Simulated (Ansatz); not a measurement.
```
CELL_PARAMETERS angstrom
     -1.71707     1.71707     1.71707
      1.71707    -1.71707     1.71707
      1.71707     1.71707    -1.71707
ATOMIC_POSITIONS crystal
  Li 0.00000 0.00000 0.00000
```

**Question.** List the harmonic phonon frequencies (cm⁻¹; finite displacements on a 8×8×8 mesh, PBEsol in Ansatz, a first-principles code, k mesh 16×16×16, methfessel-paxton smearing of 0.15 eV) at q = (0.375, 0.375, -0.375), (0.125, 0.125, 0.375), (0.125, 0.125, 0.125), in fractions of this cell's reciprocal vectors. At Γ leave out the LO-TO shift.

**Answer.** 
- (0.375, 0.375, -0.375): 285, 306, 306
- (0.125, 0.125, 0.375): 178, 245, 311
- (0.125, 0.125, 0.125): 153, 153, 257
